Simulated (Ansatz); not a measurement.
Base system: WC (space group P-6m2, No. 187; a = 2.899 Å, c = 2.827 Å; relaxed with 0.1 eV smearing). Axes: x lies along a and z along c of the hexagonal cell.

Computed with plane-wave PAW DFT at the PBEsol level (Ansatz, an electronic-structure program, 420 eV), no spin-orbit coupling.

For the base:

```
Item        Value
--------  -------
Pressure  0.0 GPa
```

Modification: the cell is compressed by 3.00 % along x with no lateral relaxation; the atoms relax in the strained cell.

Predict the new pressure.

The pressure (mean of the normal stresses, compression positive) goes from zero to 12.8 GPa.

What happens to the energy relative to the base?

The energy goes up by 23 meV/atom.

Stability against distortions was not tested. The final runs are not spin-polarised.
